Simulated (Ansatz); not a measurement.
# How far PBE and r2SCAN part for InSb, pressure −2 GPa

The parent structure is InSb in the zinc blende structure (space group F-43m, No. 216; a = 6.635 Å).

(Cell as relaxed with PBE.)

Levels (all Ansatz, a quantum-chemistry and plane-wave program, PAW, earlier PAW set): PBE (420 eV, spin-orbit coupling left out); r2SCAN (500 eV, no SOC).

Each level relaxes its own structure.

| base | PBE | r2SCAN |
|---|---|---|
| volume per atom | 36.51 Å³ | 35.24 Å³ |
| lattice parameter a | 12.538 bohr | 12.391 bohr |
| band gap | zero | zero |

The change: hydrostatic tension (pressure −2 GPa).

```csv
quantity,PBE,r2SCAN
band gap,zero,(withheld)
shortest interatomic distance,5.546 bohr,(withheld)
```

Question: What does r2SCAN give?

Answer: 
- band gap, r2SCAN: zero
- shortest interatomic distance, r2SCAN: 5.461 bohr

PBE's shortest interatomic distance lies 0.0856 bohr above r2SCAN's (1.6 %); the two agree on the band gap. Neither level is exact; r2SCAN is the comparison here, not a measurement.

With Sb present, leaving out spin-orbit coupling can change the band edges. Load acts through the strain it causes; cell and atoms are relaxed under it. No phonon test of stability was made. All final runs are without spin polarisation. Gaps under 0.05 eV, about the width of the smearing, are given as zero. A zero or small gap of InSb can be the functional's error rather than a property of the material.
